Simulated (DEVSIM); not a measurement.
Structure: Si n-p junction from an implanted or diffused profile, at 350 K.

```csv
layer (left to right),material,thickness (μm),Na (cm⁻³),τn (s),τp (s)
1,Si,49.0,1.1e16,0.00022,0.00022
```

Added donor profile: 4e18 cm⁻³ × exp(−(x − 0 μm)²/(2·(0.27 μm)²)). Left contact: ohmic. Right contact: ohmic. Voltage is applied to the left contact. Recombination: SRH at mid-gap, Auger. Gap narrowing is on: ΔEg = 6.92 meV × (l + √(l² + 0.5)), l = ln(N/1.3e17 cm⁻³), shared equally by both band edges. Mobility is constant in doping.

This is a model device: material constants are rounded textbook-type values typed into the input, and sizes, dopings and lifetimes were drawn at random. Values at 300 K; Nc and Nv go as T^1.5, mobilities as T to minus their exponent, the gap by Varshni's rule with the affinity fixed.

```tsv
parameter	Si
gap (eV)	1.124
affinity (eV)	4.05
permittivity	11.7
Nc (cm⁻³)	2.86e19
Nv (cm⁻³)	3.1e19
μn (cm²/Vs)	1417
μp (cm²/Vs)	470
T exponent of μn	2.3
T exponent of μp	2.2
Cn (cm⁶/s)	2.8e-31
Cp (cm⁶/s)	9.9e-32
Varshni α (eV/K)	0.000473
Varshni β (K)	636
```

DEVSIM, 1D drift-diffusion, Boltzmann statistics, complete ionisation; no tunnelling, impact ionisation, image-force lowering or self-heating.

The doping Na of layer 1 was swept, all else fixed.

```tsv
doping Na of layer 1 (cm^-3)	potential step across the device at zero bias (V)	dark forward voltage at 1 A/cm² (V)	dark forward voltage at 100 A/cm² (V)
3.3e14	0.668	0.466	0.917
1.1e15	0.704	0.488	0.848
3.3e15	0.737	0.512	0.809
1.1e16	0.773	0.538	0.783
3.3e16	0.806	0.554	0.770
1.1e17	0.840	0.560	0.749
3.3e17	0.866	0.557	0.721
```

From the first row to the last the potential step across the device at zero bias goes from 0.668 to 0.866. From the first row to the last the dark forward voltage at 1 A/cm² goes from 0.466 to 0.557.
